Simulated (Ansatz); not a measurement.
Base system: PbS in the rock salt structure (space group Fm-3m, No. 225).

```yaml
crystal:
  lattice:
    - [0.00000, 2.98749, 2.98749]
    - [2.98749, 0.00000, 2.98749]
    - [2.98749, 2.98749, 0.00000]
  atoms:
    - { symbol: S, position: [0.00000, 0.00000, 0.00000] }
    - { symbol: Pb, position: [0.50000, 0.50000, 0.50000] }
```

All numbers come from Ansatz (a quantum-chemistry and plane-wave program), r2SCAN, PAW, cutoff 500 eV, without spin-orbit coupling, earlier PAW set.

One change was made to it. Results:

```json
[
 {"quantity": "band gap", "base": "0.70 eV", "after": "zero"},
 {"quantity": "shortest interatomic distance", "base": "2.987 Å", "after": "2.828 Å"}
]
```

**Question.** Which of these changes matches the shifts?
(A) Pb → Re
(B) S → Pt
(C) Pb → Se

**Answer.** B, S → Pt. For comparison, the shortest interatomic distance in the other runs: Pb → Re gives 2.484 Å; Pb → Se gives 2.698 Å.

Other magnetic orders, which the real material may have, were not ruled out. With Pb present, leaving out spin-orbit coupling can change the band edges. Whether these cells are dynamically stable was not tested. As relaxed here, PtPb and ReS are hypothetical phases, not in the database extracts checked. For SeS in this form, whether it has been made was not checked. Spin-polarised in the final run: ReS; the other runs are not.
